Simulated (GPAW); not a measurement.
Equation of state of CsCl-type PdIn (space group 221): energy against volume (GPAW, PBEsol)

```
PdIn
1.0
    3.15564     0.00000     0.00000
    0.00000     3.15564     0.00000
    0.00000     0.00000     3.15564
In Pd
1 1
Direct
  0.50000   0.50000   0.50000
  0.00000   0.00000   0.00000
```

Method of the run: PBEsol, GPAW PAW datasets PBEsol (made by gpaw-setup) (plane waves; GPAW). Settings: mode = pw; ecut = 585 eV; xc = PBEsol; kpts = 18 18 18; mesh shift (steps) = 0 0 0; occupations.name = fermi-dirac; occupations.width = 0.05 eV; nbands = -10; convergence.forces = 0.001 eV/Å; symmetry.symmorphic = false; symmetry.tolerance = 0.0005; maxiter = 120. The cell above is the first row's. The rows scale it uniformly. In all rows fractional positions and the k mesh are held. E is the free energy at the stated smearing, counted from the lowest row.

```csv
V (Å^3/atom),E (meV/atom)
15.712,58.71
16.054,31.90
16.395,13.84
16.737,3.49
17.078,0.00
17.420,2.32
17.761,9.77
18.103,21.69
18.444,?
```

Question: Fit E against V with the third-order Birch-Murnaghan form, a cubic in V^(-2/3), and predict the withheld value at V = 18.444.

Answer: With u = V^(-2/3) - 0.152, the rows have u = 0.007409, 0.005137, 0.002950, 0.000832, -0.001209, -0.003189, -0.005100, -0.006956. Least squares gives E = 1.345 + 2015.91·u + 740932·u² + 4371956·u³. Residuals (row less fit): -0.021, 0.054, -0.012, -0.048, 0.017, 0.010, 0.014, -0.012; standard error 0.040 (degrees of freedom: 4). Its minimum lies at u = -0.001377, so V0 = (0.150623)^(-3/2) = 17.11. There d²E/du² = 1446000 and d³E/du³ = 2.623e7, so B0 = (4/9) × 17.11^(-7/3) × 1446000 × 0.160218 = 137 GPa (the last factor turns the table's units into GPa), and B0' = 4 + (2/3) × 0.150623 × (2.623e7)/1446000 = 5.8. The program's pressures in the fitted runs (not shown) pass through zero at V = 17.10, 0.06 % from this V0. At the withheld row, u = -0.008749, so E = 1.345 + 2015.91 × (-0.008749) + 740932 × (-0.008749)² + 4371956 × (-0.008749)³ = 37.495 meV/atom. The calculation gives 37.48 meV/atom, 0.015 meV/atom below the prediction (under 0.05 % of the range of E in the table). The row lies outside the fitted rows, so this is an extrapolation. From the scatter of the fitted rows alone, a prediction at this place has a standard error of 0.098 meV/atom, so the miss is 0.2 times that.

Carrying the step between the two nearest rows on in a straight line would have given 33.58, off by 3.90; series whose last step already gives the withheld value aren't shown. The scan was laid around a cell of about the measured size, scaled by a guess for this functional. The runs keep the symmetry of the cell, so they don't test it for distortions. Spin polarisation is off. Cutoffs and mesh are single choices, not tested for convergence of this quantity. Series with a scatter that would blur these digits, or in which a gap closes, are not shown. Nor are scans whose minimum lies at an end fitted in this form.
